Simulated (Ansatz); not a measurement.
Input and output of a self-consistent single point for HfC (Fm-3m, 2 atoms in the cell) (Ansatz, a quantum-chemistry and plane-wave program)

Method of the run: LDA (PW92), default PAW files made with PBE (plane waves; Ansatz).

The input file:

Ansatz 0.2 input:
```yaml
crystal:
  lattice:
    - [0.00000000, 2.33160000, 2.33160000]
    - [2.33160000, 0.00000000, 2.33160000]
    - [2.33160000, 2.33160000, 0.00000000]
  atoms:
    - { symbol: Hf, position_ang: [0.00000000, 0.00000000, 0.00000000] }
    - { symbol: C, position_ang: [2.33160000, 2.33160000, 2.33160000] }
basis:
  ecutwfc: 30.9 Ry
kpoints:
  mp_grid: { grid: [12, 12, 12] }
hamiltonian:
  xc: lda
  pseudopotentials: { kind: paw }
scf:
  occupations: { method: fermi_dirac, width: 0.0073 Ry }
output:
  forces: true
  eigenvalues: true
  stress: true
```

Output (repeated stretches shortened):

```
WARN ansatz: RAYON_NUM_THREADS=1 ignored (pool sized by the plan → 1); use --threads N
Pseudopotentials: kind: paw
Pseudopotential: Hf, paw, valence charge 26
Pseudopotential: C, paw, valence charge 4
Crystal: 2 atoms, lattice volume = 25.351 Å³
Basis set: ecut = 420.4159175005146 eV, 531 PW (Γ)
Bands: 19, of which v1, the nominal top of the filled ones, is band 15 counted from 1 (14 counted from 0)
Symmetry: 48 space group operations
Space group: Fm-3m (ITA 225), of the structure as read, at distance tolerance 2.9e-5 Å
k-points: 72 of 1728
PAW frozen core: Hf, regenerated for the run's functional, and the local potential with it
PAW frozen core: C, regenerated for the run's functional, and the local potential with it
Initial density: superposition of atomic densities (neutral atoms: chi_scale 0, normalization atom), corrected by the library's trained network
Initial wavefunctions: pseudopotential atomic-orbital guess
Eigensolver: davidson
Functional: x = slater, c = lda
SCF iter   1: F=—  HF=-15721.822859 eV  |F-HF|=—  |Δ(HF+E_count)|=         —  Δρ=8.26e-3  dr2=2.11e-2  ethr=1.77e-3  ⟨swp⟩=4.8  Hψ=5592  notcnv=0
all-band conjugate gradients solve this SCF's bands
preconditioner: auto → Kerker (q_TF=auto, 2.806 Å⁻¹)
SCF iter   2: F=—  HF=-15721.818198 eV  |F-HF|=—  |Δ(HF+E_count)|=   4.66e-3  Δρ=3.59e-3  dr2=2.41e-3  ethr=7.03e-5  ⟨swp⟩=1.0  Hψ=1968  notcnv=0
SCF iter   3: F=—  HF=-15721.817760 eV  |F-HF|=—  |Δ(HF+E_count)|=   4.38e-4  Δρ=1.41e-3  dr2=3.03e-4  ethr=8.03e-6  ⟨swp⟩=2.0  Hψ=2123  notcnv=0
SCF iter   4: F=—  HF=-15721.817603 eV  |F-HF|=—  |Δ(HF+E_count)|=   1.57e-4  Δρ=8.06e-4  dr2=7.26e-5  ethr=1.01e-6  ⟨swp⟩=2.2  Hψ=2383  notcnv=0
SCF iter   5: F=—  HF=-15721.817592 eV  |F-HF|=—  |Δ(HF+E_count)|=   1.12e-5  Δρ=1.17e-4  dr2=1.48e-6  ethr=2.42e-7  ⟨swp⟩=2.3  Hψ=2036  notcnv=0
SCF iter   6: F=—  HF=-15721.817592 eV  |F-HF|=—  |Δ(HF+E_count)|=   1.13e-7  Δρ=3.36e-5  dr2=1.94e-7  ethr=4.92e-9  ⟨swp⟩=3.3  Hψ=2911  notcnv=0
SCF iter   7: F=-15721.817592 eV  HF=-15721.817592 eV  |F-HF|=9.83e-8  |Δ(HF+E_count)|=   4.03e-7  Δρ=1.11e-5  dr2=2.45e-8  ethr=1.00e-12  ⟨swp⟩=7.7  Hψ=11541  notcnv=2
the eigensolve of this SCF's closing iteration (iteration 7) left 2 bands unlocked in 1 slot: all hold charge …
WARN: eigensolver did not converge (k=0) …
SCF 1 converged in 7 iterations: F = -15721.817592 eV  dr2 = 2.45e-8
  Residual-converged pass: ⟨swp⟩=3.3  Hψ=2113  notcnv=1  max |occ|·‖R‖ = 5.5e-5 eV (tolerance 6.7e-6 eV)  dr2=2.45e-8  dr2_onsite=9.02e-8  max |Δocc| = 1.2e-13
SCF converged after 7 iterations
Free energy (F): -15721.817592 eV
Harris-Foulkes:  -15721.817592 eV  (|F-HF|=9.83e-8)
Internal energy: -15721.808108 eV  (E = F + TS)
E sigma→0 (E₀):  -15721.812850 eV
Entropy (-TS):   -0.009484 eV (-4.742 meV/atom)
Fermi energy:    19.597568 eV
--- Per-component energies (eV) ---
  E_band       = 95.355454
  E_kinetic    = 510.743819
  E_local      = -5026.461125  (includes V_loc(G=0)·N_el)
  E_nonlocal   = -1204.647868
  E_hartree    = 2367.193633
  E_xc         = -345.628577
  E_vxc        = -326.444471  (∫ρ·V_xc dr)
  E_paw        = -6776.986687  (= ΣΔE_a)
  E_vpaw       = 1407.790162  (= ΣTr[D̂ρ^β])
  E_aug_tail   = 0.000007  (compensation charges beyond the density's cutoff)
  E_ewald      = -5248.541385
  E_core_change = 2.520075  (= ΣΔE_core)
  E_smearing   = -0.009484  (= −TS)
  E_closure    = 0.000000  (closes the sum)
  Σ components = -15721.817592   (vs F -15721.817592, Δ=0.00e0)
--- Forces (eV/Å), atoms counted from 1 ---
  atom   1  Hf     0.00000000     0.00000000     0.00000000
  atom   2  C      0.00000000     0.00000000     0.00000000
  max |Σ_I F_I| component: 8.09e-30 eV/Å
--- Stress (GPa, compression-positive) ---
      -13.650704      -0.000000      -0.000000
       -0.000000     -13.650704       0.000000
       -0.000000      -0.000000     -13.650704
  P = ⅓ Tr σ = -13.6507 GPa (-136.507 kbar)
  The stress holds the Pulay correction. Without it, at fixed plane waves, as pw.x and ABINIT print it: P = -13.9221 GPa
--- Band table (eV; the first three rows and the last of 72) ---
  k-point 0: bands = ["-41.5387", "-9.9985", "-9.9985", "-9.9985", "7.4500", "8.4390", "8.4500", "8.4500", "8.4500", "8.5273", "8.5273", "8.5273", "20.6548", "20.6548", "20.6548", "20.8685", "20.8685", "20.8685", "22.8638"]
  k-point 1: bands = ["-41.5361", "-10.0456", "-10.0031", "-10.0031", "7.6171", "8.4415", "8.4539", "8.4539", "8.4555", "8.5236", "8.5236", "8.5275", "19.5247", "19.8453", "19.8453", "21.2013", "21.2013", "21.5861", "23.6921"]
  k-point 2: bands = ["-41.5290", "-10.1718", "-10.0156", "-10.0156", "8.0607", "8.4486", "8.4647", "8.4647", "8.5062", "8.5138", "8.5138", "8.5279", "18.0839", "18.7756", "18.7756", "21.7295", "21.7295", "22.0737", "25.2573"]
  k-point 71: bands = ["-41.4867", "-10.4051", "-10.4051", "-10.2376", "8.4455", "8.4721", "8.4768", "8.4768", "8.4958", "8.5035", "8.5035", "10.1850", "16.6269", "16.9024", "16.9024", "23.1750", "23.1750", "26.1298", "26.4656"]
```

The run converged in 7 iterations.

The starting cell has typed, rounded lattice constants, without a prior relaxation at this level. Its lattice was rescaled by up to half a per cent. Spin-orbit coupling is off. With a pressure of about -14 GPa the cell is away from its equilibrium volume at this level. Ansatz's pressure includes its estimate of the finite-basis (Pulay) stress.
